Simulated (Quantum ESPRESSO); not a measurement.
σyz against shear in fcc Pd (space group 225): C44 (Quantum ESPRESSO, PBEsol)

```yaml
crystal:
  lattice:
    - [0.00000, 1.94448, 1.94448]
    - [1.94060, 0.00388, 1.94060]
    - [1.94060, 1.94060, 0.00388]
  atoms:
    - { symbol: Pd, position: [0.00000, 0.00000, 0.00000] }
```

Method of the run: PBEsol, GBRV 1.5 ultrasoft (PBESOL) pseudopotentials (plane waves; Quantum ESPRESSO). Settings: ecutwfc = 52 Ry; ecutrho = 416 Ry; occupations = smearing; smearing = fermi-dirac; degauss = 0.0036749 Ry; potentials = {Pd: pd_pbesol_v1.4.uspp.F.UPF}; K_POINTS = automatic 38 38 38 0 0 0; conv_thr = 1e-10 Ry; mixing_beta = 0.7. The cell above is the first row's. The rows shear the cubic cell: the yz and zy parts of the deformation are each γ/2. At γ = 0 the shear stress vanishes by symmetry. Stress is positive in tension. In all rows the k mesh is held.

```csv
γ (%),σyz (GPa)
0.4,0.320
0.8,0.636
1.2,0.953
1.6,1.272
2.0,1.594
2.4,1.919
2.8,?
```

Fit σyz of the 6 rows that show it with a straight line. With u = γ - 1.4, the rows have u = -1.0000, -0.6000, -0.2000, 0.2000, 0.6000, 1.0000. Means: u 0, σyz 1.1157. About the means, the sum of products is 2.2376 and the sum of squares of u is 2.8000; the slope is their ratio. Least squares gives σyz = 1.1157 + 0.79914·u. Residuals (row less fit): 0.0034, -0.0002, -0.0029, -0.0035, -0.0012, 0.0042; standard error 0.0036 (degrees of freedom: 4). The slope of the line, 0.79914 GPa per cent, gives C44 ≈ 100 × 0.79914 = 80 GPa, for the static lattice.

Question: Predict the withheld σyz at γ = 2.8 from the fit, and compare with the calculation.

Answer: u = 1.4000, so σyz = 1.1157 + 0.79914 × 1.4000 = 2.2345 GPa. The calculation gives 2.247 GPa, 0.0125 GPa above the prediction (0.6 % of the range of σyz in the table). The row lies outside the fitted rows, so this is an extrapolation. From the scatter of the fitted rows alone, a prediction at this place has a standard error of 0.0049 GPa, so the miss is 2.6 times that.

Carrying the step between the two nearest rows on in a straight line would have given 2.244, off by 0.003; series whose last step already gives the withheld value aren't shown. The reference cell has the volume at which an earlier scan in this program and functional put its minimum by a fit. The unstrained cell stands at a pressure of -0.07 GPa, and the constants belong to that pressure. Spin polarisation is off. Without a gap such slopes are sensitive to mesh and smearing. Cutoffs and mesh are single choices, not tested for convergence of this quantity. Series with a scatter that would blur these digits, or in which a gap closes, are not shown. Strain series were run only where this level's volume lies within 10 % of a first guess from the measured size.
